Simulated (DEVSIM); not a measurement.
System: Ru/SiO2/p-Si capacitor, at 300 K.

```tsv
layer (left to right)	material	thickness (nm)	Na (cm⁻³)
1	SiO2	15.0	-
2	Si	2800	4.2e16
```

Metal gate on the left, work function 4.7 eV. Fixed charge at the semiconductor interface 0 cm⁻² (in units of +e); no interface traps.

Constants are typed, rounded textbook-type inputs, not results; the design itself was drawn at random and stands for no fabricated device. Values at 300 K; Nc and Nv go as T^1.5, mobilities as T to minus their exponent, the gap by Varshni's rule with the affinity fixed.

| parameter | SiO2 | Si |
|---|---|---|
| gap (eV) | 9 | 1.124 |
| affinity (eV) | 0.9 | 4.05 |
| permittivity | 3.9 | 11.7 |
| Nc (cm⁻³) | - | 2.86e19 |
| Nv (cm⁻³) | - | 3.1e19 |
| Varshni α (eV/K) | - | 0.000473 |
| Varshni β (K) | - | 636 |

Simulated with DEVSIM: 1D Poisson equation in equilibrium, Boltzmann statistics, complete ionisation; no quantum confinement or tunnelling. Metal contacts follow the ideal Schottky-Mott rule: no Fermi-level pinning, no interface dipoles.

The temperature was swept, all else fixed.

```csv
temperature (K),minimum of the low-frequency capacitance (μF/cm²),threshold voltage (band bending 2φF) (V),flat-band voltage (V)
250,(withheld),(withheld),-0.35
300,0.0561,0.93,-0.30
350,0.0600,0.88,-0.25
400,0.0652,0.81,-0.20
450,0.0707,0.74,-0.15
500,0.0786,0.67,-0.10
```

Some entries are withheld; supply them.


- 250, minimum of the low-frequency capacitance (μF/cm²): 0.0537
- 250, threshold voltage (band bending 2φF) (V): 0.99
